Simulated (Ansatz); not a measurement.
**Fermi-surface data of ZrN (Fm-3m)**

Here is the system:

```
CELL_PARAMETERS angstrom
      0.00000     2.25008     2.25008
      2.25008     0.00000     2.25008
      2.25008     2.25008     0.00000
ATOMIC_POSITIONS crystal
  Zr 0.50000 0.50000 0.50000
  N  0.00000 0.00000 0.00000
```

These are PBEsol, rigid bands (plane waves, PAW, scalar-relativistic; Ansatz, a quantum-chemistry and plane-wave program) values and carry that method's errors. Condition of this run: hydrostatic pressure 10 GPa (the target of the relaxation). Cell: cell and atoms relaxed with PBEsol, then loaded as said.

```
Quantity                                                           Value
------------------------------------  ----------------------------------
density of states at the Fermi level  0.624 states/(eV·cell), both spins
bare Sommerfeld coefficient                    0.74 mJ/(mol of atoms·K²)
Drude plasma energy                                               9.1 eV
root-mean-square Fermi velocity                                1.1e6 m/s
resistivity times τ                                     5.8 ×10⁻²² Ω·m·s
```

A metal at this level (no band gap); rigid bands, thermally averaged at 300 K, both spins. Spin-orbit coupling is left out. τ is one relaxation time for all states.
